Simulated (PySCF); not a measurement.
PySCF 2.14.0, B3LYP/def2-svp, df: Si(F)(Br)(Vi)2 (C=C[Si](F)(Br)C=C), 13 atoms. The geometry is a generated start, not checked to be a minimum at this level.

task: energy
method: b3lyp
basis: def2-svp
two-electron scheme: density fitting
mol.max_memory: 3000 MB
mf.max_cycle: 100
mf.conv_tol: 1e-09 (default)
mf.grids.level: 3 (default)
basis functions: 150
grid points: 169192

```xyz
13

C     -2.3735     0.8540    -0.2317
C     -1.4809     0.4263     0.6471
Si    -0.0961    -0.7684     0.2464
F     -0.3434    -1.3662    -1.2295
Br    -0.2314    -2.5261     1.5960
C      1.6350    -0.0580     0.3250
C      2.4270     0.0742    -0.7281
H     -2.3528     0.5254    -1.2587
H     -3.1664     1.5344     0.0351
H     -1.5443     0.7773     1.6705
H      1.9943     0.2604     1.2957
H      2.1136    -0.2249    -1.7151
H      3.4189     0.4915    -0.6526
```

With the defaults (mf.init_guess = minao, mf.DIIS = CDIIS, mf.diis = true, mf.diis_damp = 0, mf.damp = 0, mf.diis_start_cycle = 1, mf.diis_space = 8) it converges in 12 Fock builds. One run each on 2 threads, 1 BLAS thread, with these changes:
- mf.diis_damp = 0.3
- mf.init_guess = sap
- mf.init_guess = 1e
- mf.damp = 0.7, mf.diis_start_cycle = 8
- mf.diis = false
- mf.init_guess = mod_huckel
- mf.DIIS = ADIIS
- mf.diis_space = 12
- mf.DIIS = EDIIS

Question: Which of these changes keep the SCF from converging, or lead it to another solution?

Answer: No convergence: mf.init_guess = 1e; mf.DIIS = EDIIS; mf.diis = false (the run ends without SCF convergence in 100 cycles). The rest reach the solution of the defaults.

```csv
setting,Fock builds,end
the defaults,12,same solution
mf.diis_damp = 0.3,12,same solution
mf.diis_space = 12,12,same solution
mf.init_guess = mod_huckel,16,same solution
"mf.damp = 0.7, mf.diis_start_cycle = 8",16,same solution
mf.DIIS = ADIIS,18,same solution
mf.init_guess = sap,20,same solution
mf.init_guess = 1e,101,no convergence
mf.DIIS = EDIIS,101,no convergence
mf.diis = false,101,no convergence
```
